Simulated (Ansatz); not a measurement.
The starting structures come from a database of crystals and need not be the phases stable at ambient conditions.

 Where the default PAW files enter, the runs use the earlier of Ansatz's two default sets.

Crystal: HgF (I4/mmm, not sure to be the ambient phase, 4 atoms a cell, 19.2 Å³ an atom, -2 GPa at this level); planes in its conventional cell.

The numbers are results of r2SCAN (plane waves, PAW; Ansatz, a program for electronic structure), not measurements.

The gap is the functional's own. No spin-orbit coupling. Mid-gap values are interpolated on the energy grid.

| plane | area of the cell (Å²) | mid-gap κ (1/Å) | largest κ in the gap (1/Å) |
|---|---|---|---|
| (110) | 29.0 | 0.35 | 0.37 |
| (100) | 41.0 | ? | ? |
| (001) | 14.1 | ? | ? |

Problem. The slowest decay depends on the direction. Supply the withheld values.

Solution. 
- (100), mid-gap κ (1/Å): 0.29
- (100), largest κ in the gap (1/Å): 0.30
- (001), mid-gap κ (1/Å): 0.18
- (001), largest κ in the gap (1/Å): 0.19
